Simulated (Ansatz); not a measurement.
MgGaNO (model structure, started from the AlSiCN type, P3m1, No. 156, 4 atoms in the cell), treated with LDA (plane waves, PAW; Ansatz, an electronic-structure program).

Run with plane-wave cutoff 520 eV, 12×12×8 k mesh (along the axes of the cell as run), Fermi–Dirac smearing 0.01 eV, scalar-relativistic PAW data made under PBE.

Cell (relaxed with PBEsol):

```
CELL_PARAMETERS angstrom
      3.23521     0.00000     0.00000
     -1.61761     2.80178     0.00000
      0.00000     0.00000     5.16346
ATOMIC_POSITIONS crystal
  Ga 0.33333 0.66667 0.50680
  Mg 0.66667 0.33333 0.00930
  O  0.33333 0.66667 0.12874
  N  0.66667 0.33333 0.60516
```

Q: Give the computed band gap.

A: 
* **band gap**: 2.11 eV (direct)

Note: the relaxation could raise the start's symmetry but not lower it, so the cell can be a saddle point; cell and atoms aren't relaxed at this level (largest force component 0.06 eV/Å, pressure -4.9 GPa).

Spin–orbit coupling is not included.

Static lattice: no zero-point or thermal effects.

It cost around 8 core-seconds (rough) of CPU time.

A model structure was made by putting elements into a prototype or built by hand; it is no filed structure, need not be a known phase, and can be a saddle point held by its symmetry.
